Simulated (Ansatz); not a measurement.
Phonon-limited resistivity of ScPt3 (Pm-3m) against temperature in μΩ·cm, PBEsol, DFPT electron-phonon coupling, linearised Boltzmann equation run with Ansatz (a quantum-chemistry and plane-wave program), harmonic crystal at a fixed cell.

| T | ρ |
|---|---|
| 50 K | 0.92 |
| 77 K | 2.4 |
| 100 K | 3.8 |
| 150 K | ? |
| 200 K | ? |
| 250 K | 11.7 |
| 273 K | 12.8 |
| 300 K | 14.2 |
| 350 K | 16.6 |
| 400 K | 19.0 |
| 500 K | 24 |
| 600 K | 28 |
| 800 K | 37 |

Task: What belongs in the gaps?

Result: 
- 150 K, ρ: 6.5
- 200 K, ρ: 9.1

A metal at this level (no band gap). Only scattering by harmonic phonons is included (no impurities, grain boundaries, electron-electron scattering or thermal expansion). Spin-orbit coupling is left out, which matters with elements this heavy. Halving the electron mesh (20x20x20) moves the resistivity by up to 6 %. Smearing 0.20 eV; phonons on a 4x4x4 q mesh, which this run doesn't test and which matters most at low temperature.

Formula and space group known from diffraction (Crystallography Open Database), not checked to be the room-temperature form: ScPt3 (Pm-3m).
